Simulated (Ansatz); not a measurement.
**What 1 layer does to hypothetical diamond Zr**

The parent structure is Zr in the diamond structure (space group Fd-3m, No. 227; a = 6.137 Å; a hypothetical phase, not in the database extracts checked). Axes: x, y, z lie along the cube axes.

It is then changed as follows: a free-standing slab of 1 layer (2 atoms, 2 a layer) is cut normal to [110], with 15 Å of vacuum and the in-plane cell held at bulk.

Calculations: Kohn–Sham DFT with the PBEsol functional, run in Ansatz (a program for electronic structure) with PAW and 420 eV plane waves, spin-orbit coupling left out. k-mesh 11×8×1 (Γ-centred); smearing 0.05 eV (Fermi–Dirac), for the changed cell.

```json
[
 {"quantity": "layer's space group (with vacuum)", "base": "–", "changed": "Pmma (No. 51)", "shift": "–"},
 {"quantity": "shortest interatomic distance", "base": "2.657 Å", "changed": "2.449 Å", "shift": "-0.208 Å"},
 {"quantity": "band gap", "base": "zero", "changed": "zero", "shift": "–"}
]
```

Cost of the whole job for the changed cell (relaxation, final SCF and bands): roughly 100 core-seconds.

No phonon test of stability was made. All final runs are without spin polarisation. Zr has a high density of states at the Fermi level and may be magnetic at this level.
